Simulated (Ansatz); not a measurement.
The parent structure is ZrOs in the CsCl type structure (space group Pm-3m, No. 221; relaxed with 0.1 eV smearing).

```
ZrOs
1.0
    3.24688     0.00000     0.00000
    0.00000     3.24688     0.00000
    0.00000     0.00000     3.24688
Zr Os
1 1
Direct
  0.50000   0.50000   0.50000
  0.00000   0.00000   0.00000
```

Cartesian axes are those of the cell as printed.

Method: plane-wave PAW DFT at the PBEsol level (Ansatz, a program for electronic structure, 420 eV), spin-orbit coupling left out.

Strains are applied to the cell and any free atomic positions relax; under biaxial strain the out-of-plane vector relaxes too.

One change was made to it. Results:

```json
[
 {"quantity": "shortest interatomic distance", "base": "5.314 bohr", "after": "5.219 bohr"},
 {"quantity": "energy relative to the base (free energy F)", "base": "0 meV/atom", "after": "+15 meV/atom"},
 {"quantity": "pressure (mean of the normal stresses, compression positive)", "base": "0.0 GPa", "after": "0.5 GPa"}
]
```

Question: Which change produced these results?
A. tensor shear ε_yz = −2.69 %
B. biaxial strain +1.25 %, plane normal [111], relaxed out of plane
C. isotropic strain +2.21 %
D. biaxial strain −0.97 %, plane normal [111], relaxed out of plane
E. strain tensor (xx, yy, zz, yz, xz, xy) = (+0.77, +0.13, +1.18, +0.89, −0.42, +0.16) %

Answer: A, tensor shear ε_yz = −2.69 %. For comparison, the energy relative to the base in the other runs: biaxial strain +1.25 %, plane normal [111], relaxed out of plane gives +6.0 meV/atom; strain tensor (xx, yy, zz, yz, xz, xy) = (+0.77, +0.13, +1.18, +0.89, −0.42, +0.16) % gives +7.6 meV/atom; isotropic strain +2.21 % gives +49 meV/atom; biaxial strain −0.97 %, plane normal [111], relaxed out of plane gives +3.7 meV/atom.

Stability against distortions was not tested. All final runs are without spin polarisation.
